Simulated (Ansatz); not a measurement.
SnO2 (within 0.1 Å of P4₂/mnm, No. 136, 6 atoms in the cell; start mp-550172), treated with r²SCAN in Ansatz (plane waves, PAW).

Run with plane-wave cutoff 560 eV, 8×8×10 k mesh (along the axes of the cell as run), Fermi–Dirac smearing 0.01 eV, scalar-relativistic PAW data made under PBE.

Cell (relaxed at this level):

```cif
data_O4Sn2
_chemical_formula_sum 'Sn2 O4'
_space_group_name_H-M_alt 'P 1'
_space_group_IT_number 1
_cell_length_a 4.75941
_cell_length_b 4.76002
_cell_length_c 3.20070
_cell_angle_alpha 90.000
_cell_angle_beta 90.000
_cell_angle_gamma 90.000
loop_
_space_group_symop_operation_xyz
  'x, y, z'
loop_
_atom_site_label
_atom_site_type_symbol
_atom_site_fract_x
_atom_site_fract_y
_atom_site_fract_z
_atom_site_occupancy
Sn1 Sn 0.50000 0.50000 0.50000 1
Sn2 Sn 0.00000 0.00000 0.00000 1
O1 O 0.30575 0.30606 0.00000 1
O2 O 0.69425 0.69394 0.00000 1
O3 O 0.80575 0.19394 0.50000 1
O4 O 0.19425 0.80606 0.50000 1
```

**Question.** Estimate the band gap that the calculation returns.

**Answer.** 
- band gap: 1.77 eV

Spin–orbit coupling is not included.

Computed values are for the static lattice.

The result took about 50 core-seconds (a rough figure).

A start named mp-… is a Materials Project structure, which need not be a measured phase.

Ansatz is a first-principles code.
